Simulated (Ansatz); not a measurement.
rock-salt TaC (1 1 0) on zinc-blende BN (1 1 0) (film strained to the substrate, started from cuts of the bulks and a machine-learned relaxation; slabs B36N36 and C12Ta12, which can lie off the formulas)

A periodic stack without vacuum, rock-salt TaC (1 1 0) on zinc-blende BN (1 1 0) (film strained to the substrate, started from cuts of the bulks and a machine-learned relaxation; slabs B36N36 and C12Ta12, which can lie off the formulas): substrate slab B36N36, film C12Ta12, surface cells [[-1, 2], [-1, -1]] and [[0, 2], [-1, 0]], film strained by -0.8 and -0.8 %, outermost planes BN/BN and CTa/CTa as cut, which need not be the usual terminations and can put a slab off its formula.

The start was prepared with a machine-learned potential, and the result is one local minimum, with the in-plane cell held and forces under 0.04 eV/Å; the film can end far from its bulk form.

Computed with PBE (plane waves to 420 eV, PAW; Ansatz, a program for electronic structure). Scalar-relativistic, without spin–orbit coupling; the runs are not spin-polarised; PBE gaps are too small against experiment. Its k-point mesh 4×6×1, Fermi–Dirac width 0.05 eV.

| Quantity | Result |
|---|---|
| interface area | 27.9 Å² |
| period | 25.98 Å |
| heights between the nearest atoms of the two slabs at the two interfaces | 1.77 and 1.77 Å |
| B–Ta contacts across the interfaces within 1.22 times the sum of covalent radii | 10, mean 2.84 Å |
| N–Ta contacts across the interfaces within 1.22 times the sum of covalent radii | 4, mean 2.21 Å |
| B–C contacts across the interfaces within 1.22 times the sum of covalent radii | 2, mean 1.79 Å |
| hole barrier (PBE) | 1.48 eV |
| electron barrier (PBE) | 2.98 eV |

```yaml
crystal:
  lattice:
    - [6.27840, 0.00000, -0.00176]
    - [0.00001, 4.43916, 0.05974]
    - [0.51572, -1.86315, 25.95517]
  atoms:
    - { symbol: B, position: [0.05755, 0.00653, 0.08609] }
    - { symbol: B, position: [0.39020, 0.66917, 0.08646] }
    - { symbol: B, position: [0.72772, 0.33250, 0.08517] }
    - { symbol: B, position: [0.08179, 0.50632, 0.03268] }
    - { symbol: B, position: [0.39614, 0.17654, 0.04288] }
    - { symbol: B, position: [0.74088, 0.83762, 0.04518] }
    - { symbol: B, position: [0.71626, 0.36660, 0.18494] }
    - { symbol: B, position: [0.04929, 0.03426, 0.18508] }
    - { symbol: B, position: [0.38170, 0.70051, 0.18556] }
    - { symbol: B, position: [0.72145, 0.85043, 0.13666] }
    - { symbol: B, position: [0.05357, 0.51805, 0.13472] }
    - { symbol: B, position: [0.38586, 0.18590, 0.13639] }
    - { symbol: B, position: [0.37432, 0.73416, 0.28408] }
    - { symbol: B, position: [0.70791, 0.40070, 0.28377] }
    - { symbol: B, position: [0.04120, 0.06741, 0.28384] }
    - { symbol: B, position: [0.37845, 0.21760, 0.23470] }
    - { symbol: B, position: [0.71195, 0.88389, 0.23457] }
    - { symbol: B, position: [0.04515, 0.55075, 0.23431] }
    - { symbol: B, position: [0.03337, 0.10083, 0.38247] }
    - { symbol: B, position: [0.36646, 0.76791, 0.38285] }
    - { symbol: B, position: [0.69986, 0.43450, 0.38240] }
    - { symbol: B, position: [0.03724, 0.58418, 0.33323] }
    - { symbol: B, position: [0.37052, 0.25095, 0.33331] }
    - { symbol: B, position: [0.70373, 0.91745, 0.33309] }
    - { symbol: B, position: [0.69138, 0.46973, 0.48070] }
    - { symbol: B, position: [0.02701, 0.13384, 0.48043] }
    - { symbol: B, position: [0.35880, 0.80290, 0.48240] }
    - { symbol: B, position: [0.69516, 0.95084, 0.43156] }
    - { symbol: B, position: [0.02964, 0.61729, 0.43213] }
    - { symbol: B, position: [0.36266, 0.28489, 0.43204] }
    - { symbol: B, position: [0.37021, 0.85996, 0.58444] }
    - { symbol: B, position: [0.68699, 0.52435, 0.57408] }
    - { symbol: B, position: [0.03162, 0.18350, 0.57190] }
    - { symbol: B, position: [0.35495, 0.32446, 0.53103] }
    - { symbol: B, position: [0.68762, 0.98690, 0.53064] }
    - { symbol: B, position: [0.02495, 0.65102, 0.53192] }
    - { symbol: N, position: [0.31317, 0.48414, 0.04164] }
    - { symbol: N, position: [0.63436, 0.12662, 0.03728] }
    - { symbol: N, position: [0.97572, 0.82251, 0.03733] }
    - { symbol: N, position: [0.97262, 0.33281, 0.08394] }
    - { symbol: N, position: [0.30378, 0.99884, 0.08686] }
    - { symbol: N, position: [0.64177, 0.66009, 0.08628] }
    - { symbol: N, position: [0.96970, 0.85163, 0.13575] }
    - { symbol: N, position: [0.30326, 0.51837, 0.13679] }
    - { symbol: N, position: [0.63680, 0.18218, 0.13539] }
    - { symbol: N, position: [0.63243, 0.69984, 0.18524] }
    - { symbol: N, position: [0.96561, 0.36714, 0.18461] }
    - { symbol: N, position: [0.29915, 0.03413, 0.18546] }
    - { symbol: N, position: [0.62859, 0.21709, 0.23440] }
    - { symbol: N, position: [0.96183, 0.88411, 0.23447] }
    - { symbol: N, position: [0.29500, 0.55083, 0.23487] }
    - { symbol: N, position: [0.29116, 0.06751, 0.28400] }
    - { symbol: N, position: [0.62447, 0.73399, 0.28381] }
    - { symbol: N, position: [0.95777, 0.40068, 0.28376] }
    - { symbol: N, position: [0.28704, 0.58426, 0.33346] }
    - { symbol: N, position: [0.62056, 0.25084, 0.33310] }
    - { symbol: N, position: [0.95384, 0.91745, 0.33318] }
    - { symbol: N, position: [0.94993, 0.43411, 0.38263] }
    - { symbol: N, position: [0.28319, 0.10117, 0.38266] }
    - { symbol: N, position: [0.61645, 0.76764, 0.38228] }
    - { symbol: N, position: [0.94585, 0.95031, 0.43182] }
    - { symbol: N, position: [0.27890, 0.61809, 0.43253] }
    - { symbol: N, position: [0.61260, 0.28453, 0.43164] }
    - { symbol: N, position: [0.60882, 0.80193, 0.48033] }
    - { symbol: N, position: [0.94217, 0.46650, 0.48169] }
    - { symbol: N, position: [0.27512, 0.13579, 0.48137] }
    - { symbol: N, position: [0.60128, 0.31646, 0.53026] }
    - { symbol: N, position: [0.93911, 0.97768, 0.53079] }
    - { symbol: N, position: [0.26971, 0.65217, 0.53319] }
    - { symbol: N, position: [0.26518, 0.17341, 0.57972] }
    - { symbol: N, position: [0.60335, 0.83264, 0.57552] }
    - { symbol: N, position: [0.92363, 0.47717, 0.57983] }
    - { symbol: C, position: [0.84590, 0.88986, 0.65974] }
    - { symbol: C, position: [0.34199, 0.83422, 0.65243] }
    - { symbol: C, position: [0.09219, 0.38334, 0.71605] }
    - { symbol: C, position: [0.58877, 0.38250, 0.71547] }
    - { symbol: C, position: [0.33612, 0.90258, 0.77841] }
    - { symbol: C, position: [0.83523, 0.90561, 0.77832] }
    - { symbol: C, position: [0.58006, 0.42667, 0.83851] }
    - { symbol: C, position: [0.08152, 0.42249, 0.83899] }
    - { symbol: C, position: [0.82734, 0.94600, 0.90110] }
    - { symbol: C, position: [0.32357, 0.94475, 0.90165] }
    - { symbol: C, position: [0.06588, 0.43839, 0.96459] }
    - { symbol: C, position: [0.57131, 0.49176, 0.95751] }
    - { symbol: Ta, position: [0.59256, 0.88195, 0.71453] }
    - { symbol: Ta, position: [0.09123, 0.88003, 0.71446] }
    - { symbol: Ta, position: [0.84722, 0.36853, 0.65988] }
    - { symbol: Ta, position: [0.34183, 0.35425, 0.65857] }
    - { symbol: Ta, position: [0.07828, 0.92347, 0.84006] }
    - { symbol: Ta, position: [0.58209, 0.92517, 0.84038] }
    - { symbol: Ta, position: [0.33405, 0.40161, 0.77684] }
    - { symbol: Ta, position: [0.83655, 0.40393, 0.77706] }
    - { symbol: Ta, position: [0.57296, 0.96846, 0.95729] }
    - { symbol: Ta, position: [0.06747, 0.95373, 0.95854] }
    - { symbol: Ta, position: [0.82649, 0.44387, 0.90254] }
    - { symbol: Ta, position: [0.32686, 0.44500, 0.90268] }
```
